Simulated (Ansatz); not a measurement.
Output of an Ansatz run (abridged):

```
WARN ansatz: RAYON_NUM_THREADS=1 ignored (pool sized by the plan → 1); use --threads N
Pseudopotentials: kind: paw
Pseudopotential: O, paw, valence charge 6
Crystal: 2 atoms, lattice volume = 35.097 Å³
Basis set: ecut = 420 eV, 701 PW (Γ)
Bands: 10, of which v1, the nominal top of the filled ones, is band 6 counted from 1 (5 counted from 0)
Symmetry: 4 space group operations
Space group: C2/m (ITA 12), of the structure as read, at distance tolerance 3.3e-5 Å
k-points: 160 of 567
PAW frozen core: O, regenerated for the run's functional, and the local potential with it
Initial density: superposition of atomic densities (neutral atoms: chi_scale 0, normalization atom), corrected by the library's trained network
Initial wavefunctions: pseudopotential atomic-orbital guess
Eigensolver: davidson
Functional: x = slater, c = lda
SCF iter   1: F=—  HF=-1104.115000 eV  |F-HF|=—  |Δ(HF+E_count)|=         —  Δρ=1.81e-2  dr2=6.76e-2  ethr=1.77e-3  ⟨swp⟩=4.2  Hψ=8388  notcnv=0  defer=242
all-band conjugate gradients solve this SCF's bands
WARN: iter 1: σ=0 fill of 6 bands saw a band overlap (occupied -0.4518 eV > unoccupied -0.7168 eV) — on an unconverged iterate often a transient of an (band_overlap_at_count)
preconditioner: auto → none
SCF iter   2: F=—  HF=-1104.095514 eV  |F-HF|=—  |Δ(HF+E_count)|=   1.95e-2  Δρ=8.89e-3  dr2=7.51e-3  ethr=5.64e-4  ⟨swp⟩=2.9  Hψ=4040  notcnv=0  defer=319
SCF iter   3: F=—  HF=-1104.094553 eV  |F-HF|=—  |Δ(HF+E_count)|=   9.61e-4  Δρ=4.22e-3  dr2=1.57e-3  ethr=6.26e-5  ⟨swp⟩=2.0  Hψ=1870  notcnv=0  defer=317
SCF iter   4: F=—  HF=-1104.094332 eV  |F-HF|=—  |Δ(HF+E_count)|=   2.20e-4  Δρ=1.12e-3  dr2=1.72e-4  ethr=1.31e-5  ⟨swp⟩=1.6  Hψ=1696  notcnv=0  defer=1
SCF iter   5: F=—  HF=-1104.094317 eV  |F-HF|=—  |Δ(HF+E_count)|=   1.49e-5  Δρ=1.68e-4  dr2=5.30e-6  ethr=1.43e-6  ⟨swp⟩=1.0  Hψ=1600  notcnv=0
SCF iter   6: F=—  HF=-1104.094316 eV  |F-HF|=—  |Δ(HF+E_count)|=   9.10e-7  Δρ=2.01e-5  dr2=7.81e-8  ethr=8.33e-10  ⟨swp⟩=4.0  Hψ=7909  notcnv=0
SCF iter   7: F=-1104.094316 eV  HF=-1104.094316 eV  |F-HF|=1.15e-9  |Δ(HF+E_count)|=   3.59e-8  Δρ=4.52e-6  dr2=2.21e-9  ethr=6.51e-10  ⟨swp⟩=2.0  Hψ=5582  notcnv=0
WARN: the bands overlap at the fill by count (6 filled at each k-point of a channel) …
SCF 1 converged in 7 iterations: F = -1104.094316 eV  dr2 = 2.21e-9
SCF converged after 7 iterations
Free energy (F): -1104.094316 eV
Harris-Foulkes:  -1104.094316 eV  (|F-HF|=1.15e-9)
Internal energy: -1104.094316 eV  (E = F + TS)
E sigma→0 (E₀):  -1104.094316 eV
Fermi energy:    -0.783941 eV
--- Per-component energies (eV) ---
  E_band       = -131.334039
  E_kinetic    = 337.022646
  E_local      = -1007.454616  (includes V_loc(G=0)·N_el)
  E_nonlocal   = 100.769175
  E_hartree    = 343.651819
  E_xc         = -138.880183
  E_vxc        = -178.403240  (∫ρ·V_xc dr)
  E_paw        = -291.641745  (= ΣΔE_a)
  E_vpaw       = -70.577136  (= ΣTr[D̂ρ^β])
  E_aug_tail   = 0.004727  (compensation charges beyond the density's cutoff)
  E_ewald      = -447.759981
  E_core_change = 0.193843  (= ΣΔE_core)
  E_smearing   = -0.000000  (= −TS)
  E_closure    = -0.000000  (closes the sum)
  Σ components = -1104.094316   (vs F -1104.094316, Δ=0.00e0)
--- Forces (eV/Å), atoms counted from 1 ---
  atom   1  O      0.84700215     0.00000000    -1.72169063
  atom   2  O     -0.84700215     0.00000000     1.72169063
  max |Σ_I F_I| component: 2.22e-16 eV/Å
--- Stress (GPa, compression-positive) ---
       -3.151109       0.000000       3.934861
        0.000000      -5.565543       0.000000
        3.934862       0.000000     -12.929677
  P = ⅓ Tr σ = -7.2154 GPa (-72.154 kbar)
  The stress holds the Pulay correction. Without it, at fixed plane waves, as pw.x and ABINIT print it: P = -8.2406 GPa
--- Band table (eV; the first three rows and the last of 160) ---
  k-point 0: bands = ["-26.9153", "-14.3700", "-8.6845", "-7.1173", "-7.0515", "-1.0080", "-0.7555", "5.4056", "9.3025", "12.8397"]
  k-point 1: bands = ["-26.9088", "-14.4635", "-8.5175", "-7.1308", "-7.0675", "-0.9675", "-0.7299", "5.3890", "9.1408", "11.3009"]
  k-point 2: bands = ["-26.8942", "-14.6597", "-8.1432", "-7.1607", "-7.1112", "-0.8750", "-0.6727", "5.4210", "8.1784", "10.6387"]
  k-point 159: bands = ["-26.7940", "-14.4958", "-8.0870", "-7.8970", "-7.4107", "-1.1940", "-0.9178", "7.0295", "9.4935", "10.5443"]
```

The structure:

```
CELL_PARAMETERS angstrom
      2.86566    -1.67073     0.00000
      2.86566     1.67073     0.00000
     -2.40646     0.00000     3.66528
ATOMIC_POSITIONS crystal
  O  0.02545 0.02545 0.15557
  O  0.97455 0.97455 0.84443
```

**Question.** Reconstruct the input of this run.

**Answer.** Other spellings and defaults could give the same log, and not every line can be read from it. The input that was run (DFT, LDA (PW92), plane waves, default PAW files made with PBE):

Ansatz 0.2 input:
```yaml
crystal:
  lattice:
    - [2.865662, -1.670727, 0.000000]
    - [2.865662, 1.670727, 0.000000]
    - [-2.406461, 0.000000, 3.665285]
  atoms:
    - { symbol: O, position: [0.025450, 0.025450, 0.155570] }
    - { symbol: O, position: [0.974550, 0.974550, 0.844430] }
basis:
  ecutwfc: 420.0
kpoints:
  mp_grid: { grid: [9, 9, 7] }
hamiltonian:
  xc: lda
  pseudopotentials: { kind: paw }
scf:
  occupations: { method: fixed }
output:
  forces: true
  eigenvalues: true
  stress: true
```

The starting cell comes from a database of computed structures (which also holds hypothetical and non-ambient phases and stackings), without a prior relaxation at this level. Its lattice was rescaled by up to half a per cent. With a pressure of about -7 GPa the cell is away from its equilibrium volume at this level. Forces in this geometry exceed 1 eV/Å. Ansatz's pressure includes its estimate of the finite-basis (Pulay) stress. Without the estimate this run gives -8.24 GPa.

Ansatz is a first-principles code.
